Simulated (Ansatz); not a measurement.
## Short convergence ladders for Lu₃GaC (P4mm, 5 atoms in the cell)

```yaml
crystal:
  lattice:
    - [4.69981, 0.00000, 0.00000]
    - [0.00000, 4.69981, 0.00000]
    - [0.00000, 0.00000, 4.69981]
  atoms:
    - { symbol: Lu, position: [0.51064, 0.00000, 0.00000] }
    - { symbol: Lu, position: [0.00000, 0.50000, 0.00000] }
    - { symbol: Lu, position: [0.00000, 0.00000, 0.50000] }
    - { symbol: Ga, position: [0.50000, 0.50000, 0.50000] }
    - { symbol: C, position: [0.00000, 0.00000, 0.00000] }
```

Base method: LDA (PW92), default PAW files made with PBE (plane waves; Ansatz, an electronic-structure program).

Base settings: basis.ecutwfc = 420 eV; kpoints.mp_grid.grid = 7 7 7; hamiltonian.xc = lda; hamiltonian.pseudopotentials = {kind: paw} (the program's default PAW files); scf.occupations.method = fermi_dirac; scf.occupations.width = 0.1 eV.

The count of work is k-points × plane waves × bands × iterations; it is no time. Core times come from one kind of shared machine, to one figure; runs under 30 s give none.

**The k-point mesh**

Only quantities that move along the ladder and can be compared are tabulated.

```tsv
kpoints.mp_grid.grid	free energy less the last step's (meV/atom)	pressure (GPa)	largest difference of a force vector from the last step's (eV/Å)	count of work / last	core time / last (rough)
1 1 1	2298.00	4.55	0.344	0.0087	–
2 2 2	154.90	-4.99	0.080	0.043	–
3 3 3	11.93	-5.63	0.021	0.043	–
5 5 5	1.43	-5.73	0.003	0.14	–
7 7 7	0.36	-5.78	0.000	0.32	0.4
8 8 8	0.15	-5.78	0.000	0.60	0.6
11 11 11	0.00	-5.78	0.000	1.0	1
```

Coarsest kpoints.mp_grid.grid that holds the free energy within 2 meV/atom of the last step, with all finer ones: 5 5 5, at 0.14 of the last step's count of work; the step before is off by 12 meV/atom.

Coarsest kpoints.mp_grid.grid that holds the pressure within 1 GPa of the last step, with all finer ones: 2 2 2, at 0.043 of the last step's count of work; the step before is off by 10 GPa.

Coarsest kpoints.mp_grid.grid that holds the forces within 0.005 eV/Å of the last step, with all finer ones: 5 5 5, at 0.14 of the last step's count of work; the step before is off by 0.021 eV/Å.

**The k-point mesh at a smearing width of 0.02 eV**

In this ladder: scf.occupations.width = 0.02 eV.

Only quantities that move along the ladder and can be compared are tabulated.

| kpoints.mp_grid.grid | free energy less the last step's (meV/atom) | pressure (GPa) | largest difference of a force vector from the last step's (eV/Å) | count of work / last | core time / last (rough) |
|---|---|---|---|---|---|
| 3 3 3 | 13.17 | -5.61 | 0.027 | 0.017 | – |
| 4 4 4 | 9.77 | -5.63 | 0.027 | 0.057 | – |
| 5 5 5 | 2.90 | -5.70 | 0.004 | 0.062 | – |
| 8 8 8 | 0.63 | -5.78 | 0.002 | 0.26 | 0.3 |
| 11 11 11 | 0.09 | -5.78 | 0.001 | 0.44 | 0.4 |
| 14 14 14 | 0.00 | -5.78 | 0.000 | 1.0 | 1 |

Coarsest kpoints.mp_grid.grid that holds the free energy within 1 meV/atom of the last step, with all finer ones: 8 8 8, at 0.26 of the last step's count of work and about 0.3 of the last step's time; the step before is off by 2.9 meV/atom.

Coarsest kpoints.mp_grid.grid that holds the forces within 0.005 eV/Å of the last step, with all finer ones: 5 5 5, at 0.062 of the last step's count of work; the step before is off by 0.027 eV/Å.

Coarsest kpoints.mp_grid.grid that holds the pressure within 0.1 GPa of the last step, with all finer ones: 5 5 5, at 0.062 of the last step's count of work; the step before is off by 0.14 GPa.

**The k-point mesh at a smearing width of 0.3 eV**

In this ladder: scf.occupations.width = 0.3 eV.

Only quantities that move along the ladder and can be compared are tabulated.

| kpoints.mp_grid.grid | free energy less the last step's (meV/atom) | largest difference of a force vector from the last step's (eV/Å) | count of work / last | core time / last (rough) |
|---|---|---|---|---|
| 3 3 3 | 5.20 | 0.008 | 0.019 | – |
| 5 5 5 | 0.46 | 0.001 | 0.062 | – |
| 8 8 8 | 0.01 | 0.000 | 0.26 | 0.3 |
| 11 11 11 | 0.00 | 0.000 | 0.44 | 0.4 |
| 14 14 14 | 0.00 | 0.000 | 1.0 | 1 |

Coarsest kpoints.mp_grid.grid that holds the forces within 0.005 eV/Å of the last step, with all finer ones: 5 5 5, at 0.062 of the last step's count of work; the step before is off by 0.008 eV/Å.

Coarsest kpoints.mp_grid.grid that holds the free energy within 1 meV/atom of the last step, with all finer ones: 5 5 5, at 0.062 of the last step's count of work; the step before is off by 5.2 meV/atom.

On the base run: the starting cell comes from a database of computed structures (which also holds hypothetical and non-ambient phases and stackings), without a prior relaxation at this level. Its lattice was rescaled by up to half a per cent. One atom was moved a little off its site on purpose. In the base run, with a pressure of about -6 GPa the cell is away from its equilibrium volume at this level. Ansatz's pressure includes its estimate of the finite-basis (Pulay) stress.

Keys are those of Ansatz 0.2.
